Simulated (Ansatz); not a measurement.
Base system: GaN in the rock salt structure (space group Fm-3m, No. 225; a model cell).

```
GaN
1.0
    0.00000     2.10974     2.10974
    2.10974     0.00000     2.10974
    2.10974     2.10974     0.00000
Ga N
1 1
Direct
  0.50000   0.50000   0.50000
  0.00000   0.00000   0.00000
```

Levels (all Ansatz, an electronic-structure program, PAW): PBEsol (420 eV, scalar-relativistic without spin-orbit coupling); r2SCAN (500 eV, scalar-relativistic without spin-orbit coupling).

The geometry is relaxed with PBEsol.

PBEsol band gap: 0.54 eV
PBEsol electron mass: 0.47 mₑ along k, 0.18 mₑ across (at X)
PBEsol width of the top valence band: 4.70 eV

With r2SCAN at the same geometry, the band gap rises by 0.61 eV, from 0.54 eV to 1.15 eV; the electron mass goes from 0.47 mₑ along k, 0.18 mₑ across (at X) to 0.45 mₑ along k, 0.19 mₑ across (at X); the width of the top valence band decreases by 0.10 eV, from 4.70 eV to 4.60 eV.

Single points use the geometry relaxed with PBEsol. Masses are band curvatures over ±0.01 Å⁻¹ around the edge. Along k means along the line from Γ to the band edge. Whether these cells are dynamically stable was not tested. The base started in Pnma and relaxed to Fm-3m at this level. This is not the structure that GaN has at room temperature and ambient pressure.
